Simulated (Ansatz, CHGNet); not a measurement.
## C axis length of SiO₂ (P4₁2₁2, No. 92) at several levels of theory

No measured value is used here.

```json
[
 {"level (code)": "CHGNet-r²SCAN", "value (Å)": "6.913"},
 {"level (code)": "LDA (Ansatz)", "value (Å)": "(withheld)"},
 {"level (code)": "PBE (Ansatz)", "value (Å)": "7.103"},
 {"level (code)": "PBE-D3(BJ) (Ansatz)", "value (Å)": "(withheld)"},
 {"level (code)": "r²SCAN-D4 (Ansatz)", "value (Å)": "6.792"},
 {"level (code)": "HSE06 (Ansatz)", "value (Å)": "7.079"}
]
```

Question: Fill in the missing entries.

Answer: 
- LDA (Ansatz, an electronic-structure program), value (Å): 6.871
- PBE-D3(BJ) (Ansatz), value (Å): 6.814

Cutoffs and k meshes differ between the levels. Ansatz's density-functional and Hartree–Fock values are scalar-relativistic unless marked +SOC, with PAW data made under PBE.

Machine-learned potentials (CHGNet-r²SCAN) are trained on DFT data: a solid inside that data is no test of them.
